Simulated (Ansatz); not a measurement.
Take BeS in the zinc blende structure (space group F-43m, No. 216; a = 4.869 Å) as the base.

Computed with r2SCAN, PAW, 500 eV (Ansatz, a first-principles code; without spin-orbit coupling).

One change was made to it. Results:

The width of the top valence band rises by 1.60 eV to 4.96 eV; the density rises by 0.753 g/cm³ to 3.12 g/cm³; the hole mass (degenerate bands, along [100]) becomes 0.38, 0.40, 0.40 mₑ (at Γ) (base: 0.34, 0.57, 0.57 mₑ (at Γ)); the electron mass becomes 0.73 mₑ along k, 0.25 mₑ across (at X) (base: 0.79 mₑ along k, 0.29 mₑ across (at X)).

Question: Name the change that was made.
A) pressure 45 GPa
B) pressure −1 GPa
C) pressure 18 GPa

Answer: A, pressure 45 GPa. For comparison, the electron mass in the other runs: pressure 18 GPa gives 0.75 mₑ along k, 0.26 mₑ across (at X); pressure −1 GPa gives 0.79 mₑ along k, 0.29 mₑ across (at X).

The levels and masses belong to the bands next to the band gap. Load acts through the strain it causes; cell and atoms are relaxed under it. Masses are band curvatures over ±0.01 Å⁻¹ around the edge. Along k means along the line from Γ to the band edge. No phonon test of stability was made. No other phases were tried under pressure.
